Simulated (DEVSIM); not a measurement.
## abrupt Si n-p junction

Structure: abrupt Si n-p junction, at 300 K.

```tsv
layer (left to right)	material	thickness (μm)	Nd (cm⁻³)	Na (cm⁻³)	τn (s)	τp (s)
1	Si	3.00	5.3e18	-	7.9e-6	7.9e-6
2	Si	27.0	-	1.2e17	7.9e-6	7.9e-6
```

Left contact: ohmic. Right contact: ohmic. Voltage is applied to the left contact. Recombination: SRH at mid-gap, radiative. Gap narrowing is on: ΔEg = 6.92 meV × (l + √(l² + 0.5)), l = ln(N/1.3e17 cm⁻³), shared equally by both band edges. Mobility is constant in doping.

Constants are typed, rounded textbook-type inputs, not results; the design itself was drawn at random and stands for no fabricated device. Values at 300 K.

| parameter | Si |
|---|---|
| gap (eV) | 1.124 |
| affinity (eV) | 4.05 |
| permittivity | 11.7 |
| Nc (cm⁻³) | 2.86e19 |
| Nv (cm⁻³) | 3.1e19 |
| μn (cm²/Vs) | 1417 |
| μp (cm²/Vs) | 470 |
| B (cm³/s) | 4.7e-15 |

Model (solved in DEVSIM): 1D drift-diffusion, Boltzmann statistics, complete ionisation; no tunnelling, impact ionisation, image-force lowering or self-heating.

| Property | Result |
|---|---|
| Potential step across the device at zero bias | 0.909 V |
| Largest field in the device at zero bias | 190000 V/cm |
| Dark forward voltage at 1 A/cm² | 0.682 V |
| Dark forward voltage at 100 A/cm² | 0.809 V |

Dark forward current:

(V (V), J (A/cm²)): (-0.05, -1.7e-10); (-0.10, -7.0e-10); (-0.15, -2.8e-9); (-0.20, -1.3e-8); (-0.25, -6.9e-8); (-0.30, -4.3e-7); (-0.35, -2.8e-6); (-0.40, -1.9e-5); (-0.45, -0.00013); (-0.50, -0.00090); (-0.55, -0.0062); (-0.60, -0.043); (-0.65, -0.30); (-0.70, -2.0); (-0.75, -14); (-0.80, -78); (-0.85, -310); (-0.90, -860); (-0.95, -1800); (-1.00, -3200)
